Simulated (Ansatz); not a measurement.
Au: energy against volume

Au (fcc, Fm-3m, 17.536 Å³/atom and stress up to 0.01 GPa in the relaxed cell, cube axes along x, y and z) under hydrostatic pressure, with the cell free. r2SCAN in Ansatz, a plane-wave DFT program (PAW, default set), 500 eV, 19×19×19 Γ-centred mesh, Fermi-Dirac smearing 0.05 eV.

Here V stands for volume and E for E less E0.

```
volume (Å³/atom)  E less E0 (meV/atom)  pressure (GPa)
----------------  --------------------  --------------
17.7769                           1.51           -2.00
17.6533                           0.37           -1.00
17.5356                           0.00            0.00
17.4340                           0.28            0.90
17.3040                           1.48            2.10
17.0619                           6.40            4.50
16.6629                          22.89            8.99
16.2142                          55.93           14.99
15.7474                              ?               ?
```

The 8 complete rows are fitted with the third-order Birch-Murnaghan form, a cubic in V^(-2/3), E against V. With u = V^(-2/3) - 0.1501, the rows have u = -0.0032876, -0.0026032, -0.0019439, -0.0013688, -0.0006249, 0.0007858, 0.0031850, 0.0060000. Least squares gives E = 3.226 + 3334.4·u + 874039·u² + 5700073·u³. Residuals (row less fit): 0.002, 0.002, -0.005, -0.005, -0.002, 0.011, -0.007, 0.001; standard error 0.008 (degrees of freedom: 4). Its minimum lies at u = -0.0019445, so V0 = (0.1481555)^(-3/2) = 17.54. There d²E/du² = 1682000 and d³E/du³ = 3.420e7, so B0 = (4/9) × 17.54^(-7/3) × 1682000 × 0.160218 = 150 GPa (the last factor turns the table's units into GPa), and B0' = 4 + (2/3) × 0.1481555 × (3.420e7)/1682000 = 6.0. B0' rests on the cubic coefficient alone and has a standard error of 0.1 from these residuals.

Problem. What does the fit predict for E at V = 15.7474, and how far is the calculated value from it?

Solution. u = 0.0090698, so E = 3.226 + 3334.4 × 0.0090698 + 874039 × 0.0090698² + 5700073 × 0.0090698³ = 109.621 meV/atom. The calculation gives 109.92 meV/atom, 0.299 meV/atom above the prediction (0.3 % of the range of E in the table). The row lies outside the fitted rows, so this is an extrapolation. From the scatter of the fitted rows alone, a prediction at this place has a standard error of 0.052 meV/atom, so the miss is 5.8 times that.

In a metal these values are sensitive to mesh and smearing; energies are taken to zero smearing, stresses follow the free energy. Spin-orbit coupling is left out, which can shift these values for the heavy elements here. Other structures, which can take over under pressure, weren't tried. The same form fitted to the pressure column gives B0' = 6.0; series where the two differ by over 0.4 aren't shown. Rows are the converged runs of the series near zero and its far end, less any whose ions stayed unrelaxed beside relaxed ones; series whose fitted rows scatter by over a few per cent of the range, as at a crossing or softening among them, aren't shown in this form.
